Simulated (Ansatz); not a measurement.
Base system: ZnO in the wurtzite structure (space group P6_3mc, No. 186).

```
ZnO
1.0
    3.23518     0.00000     0.00000
   -1.61759     2.80175     0.00000
    0.00000     0.00000     5.21141
Zn O
2 2
Direct
  0.66667   0.33333   0.00241
  0.33333   0.66667   0.50241
  0.66667   0.33333   0.62279
  0.33333   0.66667   0.12279
```

Cartesian axes are those of the cell as printed.

Calculations: r2SCAN in Ansatz (plane waves to 500 eV, PAW, spin-orbit coupling left out).

Before the change:

* **Pressure**: 0.00 GPa
* **Band gap**: 1.24 eV
* **Gap character**: direct at Γ

One thing is altered: uniaxial strain ε_zz = +1.38 %, all other strain components held at zero; the atoms relax in the strained cell.

### Question
Estimate the effect on the pressure, band gap and gap character.

### Answer
The pressure (mean of the normal stresses, compression positive) goes from zero to -2.00 GPa; the band gap decreases by 0.04 eV to 1.20 eV; the gap character remains direct at Γ.

No phonon test of stability was made.

Ansatz is a quantum-chemistry and plane-wave program.
